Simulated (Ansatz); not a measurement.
## A constructed model of the (111)B surface of zinc-blende InSb, Sb-terminated, 2x2 In adatom at T1 (bottom of the slab: 3 H on 4 bottom sites)

These are PBE (plane waves to 420 eV, PAW; Ansatz, a quantum-chemistry and plane-wave program) values and carry that method's errors.

Set-up: 36 atoms, 17.2 Å thick at the start with caps and adatoms; mesh 3x3x1; 0.025 eV smearing; dipole correction on; 8 atoms held, the rest relaxed; start symmetry kept, larger cells not searched; no spin (in PBE a spin-polarised start ends no clearly lower), no spin-orbit, no U. The slab shows no gap over 0.04 eV on its mesh. In PBE it lies 0.26 eV a 1x1 cell over the lowest computed structure of the same composition (2x2 In adatom at H3).

The work function of the top face is 4.46 eV, the energy released by relaxation is 0.46 eV and the cost is about 40 core-minutes (a rough figure).
